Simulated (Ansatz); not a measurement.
Base system: SiO$_{2}$ (space group P3_121, No. 152; a = 4.9494 Å, c = 5.4419 Å).

All numbers come from PBEsol (Ansatz, an electronic-structure program), no spin-orbit coupling.

For the base:

- c/a ratio = 1.100
- Lattice parameter a = 9.353 bohr

One thing is altered: cell and atoms relaxed at a pressure of 75 GPa.

Task: Predict the new c/a ratio and lattice parameter a.

Result: The c/a ratio increases by 0.117, from 1.100 to 1.217; the lattice parameter a shrinks by 1.890 bohr (9.353 bohr → 7.463 bohr).

Load acts through the strain it causes; cell and atoms are relaxed under it. Whether these cells are dynamically stable was not tested. No other phases were tried under pressure.
